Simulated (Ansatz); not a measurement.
Start from BaZrO3 in the cubic perovskite structure (space group Pm-3m, No. 221; a = 4.1806 Å).

The values are results of PBEsol (Ansatz, a program for electronic structure; PAW; 420 eV plane waves; no SOC), not measurements.

For the base:

The volume per atom is 14.61 Å³.

The change: hydrostatic tension (pressure −1 GPa).

Problem. Predict the new volume per atom.

Solution. The volume per atom grows by 0.09 Å³ to 14.70 Å³.

Load acts through the strain it causes; cell and atoms are relaxed under it. Whether these cells are dynamically stable was not tested.
